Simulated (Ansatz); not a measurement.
Amorphous Ti$_{20}$O$_{41}$Na$_{2}$, 63 atoms at 3.54 g/cm³, one PBE-relaxed geometry, zone centre. Methods: PBE, scalar-relativistic without spin-orbit coupling (Ansatz, a quantum-chemistry and plane-wave program); r2SCAN, scalar-relativistic without spin-orbit coupling (Ansatz); HSE06, scalar-relativistic without spin-orbit coupling (Ansatz). Plane waves to 420 eV (r2SCAN 500 eV); exact exchange is cut at the cell's faces. At PBE the levels at the filled edge of the gap are localised (band-tail or defect states). All rungs ran without spin polarisation.

Preparation: random packing, a CHGNet melt and quench, and a DFT relaxation. O atoms were pushed apart under 1.9 Å during the dynamics, to hinder bonds among them. The hot cell started wider than the set density and was brought back towards it in steps. It is the lowest in DFT energy of 2 quenches. It is a model cell: composition and starting density were chosen by hand, and all elements were melted together. No dispersion term was used. Its density started from a set value of 3.54 and ended at 3.54 g/cm³. The simulated quench (nominally 360 K/ps over its main leg) is rapid and tends to freeze in more defects than a deposited or slowly cooled glass has. A cell of this size samples the disorder only roughly. The volume was held where the preparation left it and the shape relaxed, at a PBE pressure of 2.2 GPa. Stress components on the final sampling reach 2.3 GPa. On a 2×2×2 Γ-centred mesh force components of up to 0.12 eV/Å stay, since the relaxation ran on the zone centre alone.

The relaxation ran on the zone centre alone. At PBE the level gap is 2.74 eV on a 2×2×2 Γ-centred mesh, and the spacing at the zone centre alone 2.82 eV.

What zone-centre spacing does r2SCAN give, roughly?

3.16 eV (+0.34 eV against PBE).

What zone-centre spacing does HSE06 give, roughly?

4.35 eV (+1.53 eV against PBE).

The highest filled and the lowest empty state spread over these numbers of atoms (participation numbers): PBE: 9.3 and 18.5; r2SCAN: 6.9 and 17.6; HSE06: 6.5 and 19.7.
